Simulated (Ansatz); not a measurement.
Base system: ZnIn₂O₄ (space group I-4, No. 82; a = 4.695 Å, c = 10.027 Å; a hypothetical phase, not in the database extracts checked). Axes: x, y, z lie along a, b, c of the conventional cell.

The values are results of PBEsol in Ansatz (plane waves to 420 eV, PAW, no spin-orbit coupling), not measurements.

For the base:

| Item | Result |
|---|---|
| Band gap | 0.83 eV |
| Electron mass | 0.20 mₑ along c, 0.18 mₑ across (at Γ) |
| Gap character | direct at Γ |

One thing is altered: uniaxial stress, 0.5 GPa compression along x, with the cell and atoms free to relax against it.

How does this affect the strain response?

The strain response (xx, yy, zz) comes out as (−32.29, +16.73, +1.32) %.

How does this affect the band gap?

The band gap decreases by 0.57 eV to 0.26 eV.

How does this affect the energy relative to the base?

The energy shrinks by 28 meV/atom.

What does the calculation give for the electron mass after the change?

The electron mass changes from 0.20 mₑ along c, 0.18 mₑ across (at Γ) to 0.11 mₑ along x, 0.19 mₑ along y, 0.12 mₑ along z (at Γ).

What happens to the gap character?

The gap character remains direct at Γ.

Masses are band curvatures over ±0.01 Å⁻¹ around the edge. Stability under load was not tested beyond the relaxation. Under uniaxial stress, 0.5 GPa compression along x the cell changed shape so far that it is another structure. The zero or small gap of ZnIn2O4 under uniaxial stress, 0.5 GPa compression along x can change with the level of theory. k-point labels follow each cell's own Brillouin zone.

Ansatz is a first-principles code.
